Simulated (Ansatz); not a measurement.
The parent structure is BaTiO3 (space group P4mm, No. 99; a = 3.973 Å, c = 4.112 Å).

It is then changed as follows: a hydrostatic pressure of 3 GPa.

Method: r2SCAN (Ansatz, a quantum-chemistry and plane-wave program; PAW; 500 eV plane waves; scalar-relativistic without spin-orbit coupling), earlier PAW set.

Base, band edges from the VBM (valence, conduction): A 0.00, 4.51; M -0.04, 4.02; R -0.38, 3.93; X -1.17, 2.79; Z -0.72, 2.34; Γ -0.47, 2.23 eV.

Task: Give the band edges at the high-symmetry points of the new zone, measured from its valence-band maximum.

Result: 
```
point  valence edge (eV)  conduction edge (eV)
-----  -----------------  --------------------
Γ                  -0.36                  2.26
X                  -1.00                  2.70
M                  -0.04                  4.08
Z                  -0.70                  2.37
R                  -0.27                  4.02
A                   0.00                  4.65
```

The gap is 2.26 eV, indirect, A → Γ.

Load acts through the strain it causes; cell and atoms are relaxed under it. No phonon test of stability was made. The final runs are not spin-polarised.
